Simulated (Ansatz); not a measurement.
# C axis length of SnGe (model structure, started from the beta GaS type, P6₃/mmc, No. 194, 8 atoms in the cell) at several levels of theory

No measured value is used here.

| level (code) | value (Å) |
|---|---|
| PBE (Ansatz) | 13.082 |
| PBEsol (Ansatz) | 12.721 |
| PBE-D3(BJ) (Ansatz) | 12.931 |

Ansatz's density-functional and Hartree–Fock values are scalar-relativistic unless marked +SOC, with PAW data made under PBE.

A model structure was made by putting elements into a prototype or built by hand; it is no filed structure, need not be a known phase, and can be a saddle point held by its symmetry.

Ansatz is a quantum-chemistry and plane-wave program.
